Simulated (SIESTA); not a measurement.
## A self-consistent single point of CaTiS₂ (P-3m1, 4 atoms in the cell) with SIESTA

Computed with GGA PBEsol, numerical atomic orbitals TZP, PseudoDojo PBEsol standard norm-conserving potentials (rewritten from UPF to PSML) in SIESTA 5.4.2.

The input file:

```
# files in the folder: Ca.psml Ti.psml S.psml (PseudoDojo PBEsol standard)
SystemName  CaTiS2
SystemLabel siesta

NumberOfAtoms                4
NumberOfSpecies              3
%block ChemicalSpeciesLabel
  1 20 Ca
  2 22 Ti
  3 16 S
%endblock ChemicalSpeciesLabel
LatticeConstant              1.0 Ang
%block LatticeVectors
     3.645140000    0.000000000    0.000000000
    -1.822570000    3.156784000    0.000000000
     0.000000000    0.000000000    6.541500000
%endblock LatticeVectors
AtomicCoordinatesFormat      Bohr
%block AtomicCoordinatesAndAtomicSpecies
     0.000000000    0.000000000    6.180821722  1
     0.000000000    0.000000000    0.000000000  2
    -0.000003444    3.976973452    9.646284845  3
     3.444161587    1.988483743    2.715358599  3
%endblock AtomicCoordinatesAndAtomicSpecies

XC.functional                GGA
XC.authors                   PBEsol
PAO.BasisSize                TZP
PAO.EnergyShift              0.005 Ry
MeshCutoff                   300 Ry
%block kgrid.MonkhorstPack
    7   0   0  0.0
    0   7   0  0.0
    0   0   4  0.0
%endblock kgrid.MonkhorstPack
OccupationFunction           FD
ElectronicTemperature        1160.45 K

MaxSCFIterations             150
SCF.Mixer.Method             Pulay
SCF.Mixer.Weight             0.2
SCF.Mixer.History            6
SCF.DM.Tolerance             1.0E-04
Diag.ParallelOverK           true
WriteForces                  true
Charge.Mulliken              end
```

Output, abridged:

```
reinit: Reading from file input.fdf

reinit: System Name: CaTiS2
reinit: System Label: siesta

coor:   Atomic-coordinates input format  =     Cartesian coordinates
coor:                                            (in Bohr units)

siesta: Atomic coordinates (Bohr) and species
siesta:      0.00000   0.00000   6.18082  1        1
siesta:      0.00000   0.00000   0.00000  2        2
siesta:     -0.00000   3.97697   9.64628  3        3
siesta:      3.44416   1.98848   2.71536  3        4

siesta: System type = bulk

initatomlists: Number of atoms, orbitals, and projectors:      4    69    72

siesta: ******************** Simulation parameters ****************************
redata: Spin configuration                          = none
redata: Time-Reversal Symmetry                      = T
redata: Number of Atomic Species                    =        3
redata: Mesh Cutoff                                 =   300.0000 Ry
redata: Net charge of the system                    =     0.0000 |e|
redata: Min. number of SCF Iter                     =        0
redata: Max. number of SCF Iter                     =      150
redata: SCF convergence failure will abort job
redata: SCF mix quantity                            = Hamiltonian
redata: Mix DM or H after convergence               =   F
redata: Recompute H after scf cycle                 =   F
redata: Mix DM in first SCF step                    =   T
redata: No kicks to SCF
redata: DM Mixing Weight for Kicks                  =     0.5000
redata: Require Harris convergence for SCF          =   F
redata: Harris energy tolerance for SCF             =     0.000100 eV
redata: Require DM convergence for SCF              =   T
redata: DM tolerance for SCF                        =     0.000100
redata: Require EDM convergence for SCF             =   F
redata: EDM tolerance for SCF                       =     0.001000 eV
redata: Require H convergence for SCF               =   T
   [... lines left out ...]
diag: Parallel distribution                         =     1 x     1
diag: Used triangular part                          = Lower
diag: Absolute tolerance                            =  0.100E-15
diag: Orthogonalization factor                      =  0.100E-05
diag: Memory factor                                 =  1.0000

superc: Internal auxiliary supercell:     7 x     7 x     3  =     147
superc: Number of atoms, orbitals, and projectors:    588  10143  10584

                        Single-point calculation

superc: Internal auxiliary supercell:     7 x     7 x     3  =     147
superc: Number of atoms, orbitals, and projectors:    588  10143  10584

outcell: Unit cell vectors (Ang):
        3.645140    0.000000    0.000000
       -1.822570    3.156784    0.000000
        0.000000    0.000000    6.541500

outcell: Cell vector modules (Ang)   :    3.645140    3.645140    6.541500
outcell: Cell angles (23,13,12) (deg):     90.0000     90.0000    120.0000
outcell: Cell volume (Ang**3)        :     75.2725
new_DM -- step:     1
Initializing Density Matrix...

Attempting to read DM from file... Failed...
DM filled with atomic data:

InitMesh: MESH = 36 x 36 x 72 = 93312
InitMesh: Mesh cutoff (required, used) =   300.000   334.821 Ry

stepf: Fermi-Dirac step function
        iscf     Eharris(eV)        E_KS(eV)     FreeEng(eV)     dDmax    Ef(eV) dHmax(eV)
   scf:    1    -3251.584163    -3267.233571    -3267.296490  2.465167 -3.772926  4.961792
   scf:    2    -3268.756691    -3268.221792    -3268.291212  0.193609 -4.171493  2.673601
   scf:    3    -3268.535682    -3268.398220    -3268.469335  0.250658 -4.148296  1.508814
   scf:    4    -3268.481975    -3268.452138    -3268.525805  0.212303 -4.132384  0.456943
   scf:    5    -3268.460389    -3268.457453    -3268.532731  0.043767 -4.110181  0.078292
   scf:    6    -3268.457135    -3268.457362    -3268.532889  0.011069 -4.112032  0.019034
   scf:    7    -3268.457570    -3268.457475    -3268.532955  0.005193 -4.111374  0.007233
   scf:    8    -3268.457538    -3268.457510    -3268.532967  0.004432 -4.109681  0.002379
   scf:    9    -3268.457503    -3268.457507    -3268.532968  0.000623 -4.109371  0.000163
   scf:   10    -3268.457506    -3268.457506    -3268.532968  0.000040 -4.109358  0.000092
SCF Convergence by DM+H criterion
max |DM_out - DM_in|         :     0.0000399152
max |H_out - H_in|      (eV) :     0.0000915395
SCF cycle converged after 10 iterations

Using DM_out to compute the final energy and forces

siesta: E_KS(eV) =            -3268.4575

siesta: E_KS - E_eggbox =     -3268.4575

siesta: Atomic forces (eV/Ang):
     1   -0.000000    0.000000    0.000000
     2   -0.000000    0.000000   -0.000000
     3   -0.000005    0.000003    0.540736
     4    0.000005   -0.000003   -0.540736
   Tot   -0.000000    0.000000   -0.000000
   Max    0.540736
   Res    0.220755    sqrt( Sum f_i^2 / 3N )
   Max    0.540736    constrained

Stress tensor Voigt[x,y,z,yz,xz,xy] (kbar):      -14.81      -14.78      -36.23        0.00       -0.00        0.02
(Free)E + p*V (eV/cell)    -3267.5021
Target enthalpy (eV/cell)    -3268.5330

siesta: Program's energy decomposition (eV):
siesta: Ebs     =      -810.645424
siesta: Eions   =      5151.984901
siesta: Ena     =      1069.674743
siesta: Ekin    =      1215.921648
siesta: Enl     =       181.537031
siesta: Eso     =         0.000000
siesta: Edftu   =         0.000000
siesta: DEna    =        23.178698
siesta: DUscf   =         0.686306
siesta: DUext   =         0.000000
siesta: Ex      =      -557.276161
siesta: Ec      =       -50.194870
siesta: Exc     =      -607.471031
siesta: Eharris =     -3268.457506
siesta: Etot    =     -3268.457506
siesta: FreeEng =     -3268.532968

siesta: Atomic forces (eV/Ang):
siesta:      1   -0.000000    0.000000    0.000000
siesta:      2   -0.000000    0.000000   -0.000000
siesta:      3   -0.000005    0.000003    0.540736
siesta:      4    0.000005   -0.000003   -0.540736
siesta: ----------------------------------------
siesta:    Tot   -0.000000    0.000000   -0.000000

siesta: Stress tensor (static) (eV/Ang**3):
siesta:    -0.009243    0.000013   -0.000001
siesta:     0.000013   -0.009228    0.000000
siesta:    -0.000001    0.000000   -0.022614

siesta: Cell volume =         75.272515 Ang**3

siesta: Pressure (static):
siesta:                Solid            Molecule  Units
   [... lines left out ...]
siesta:          21.94173664          7.87046558  kBar
   [... lines left out ...]
              0.312   0.261

Species: Ti
Atom  Qatom  Qorb
               3s      4s      4s      4s      3py     3pz     3px     4py
               4pz     4px     3dxy    3dyz    3dz2    3dxz    3dx2-y2 3dxy
               3dyz    3dz2    3dxz    3dx2-y2 3dxy    3dyz    3dz2    3dxz
               3dx2-y2
   2 11.536   1.952   0.127  -0.001   0.172   1.994   1.999   1.994   0.244
              0.296   0.244   0.357   0.335   1.138   0.335   0.357  -0.101

             -0.059  -0.170  -0.059  -0.101   0.180   0.161  -0.198   0.161

              0.180

Species: S
Atom  Qatom  Qorb
               3s      3s      3s      3py     3pz     3px     3py     3pz
               3px     3py     3pz     3px     3Pdxy   3Pdyz   3Pdz2   3Pdxz
               3Pdx2-y2
   3  6.592   1.387   0.015   0.248   1.664   1.691   1.664  -0.344  -0.424
             -0.344   0.260   0.337   0.260   0.039   0.023   0.057   0.023

              0.039
   4  6.592   1.387   0.015   0.248   1.664   1.691   1.664  -0.344  -0.424
             -0.344   0.260   0.337   0.260   0.039   0.023   0.057   0.023

              0.039

mulliken: Qtot =       34.000

Mulliken Atomic Populations:
Atom #   charge [q] valence [e]  Species
     1     0.719418    9.280582  Ca
     2     0.463874   11.536126  Ti
     3    -0.591646    6.591646  S
     4    -0.591646    6.591646  S
 Total     0.000000
```

The run converged in 10 iterations.

The starting cell comes from a database of computed structures (which also holds hypothetical and non-ambient phases and stackings), without a prior relaxation at this level. Spin polarisation is off, so a magnetic state, if there is one, cannot be reached. Values carry the incompleteness of an atom-centred basis.
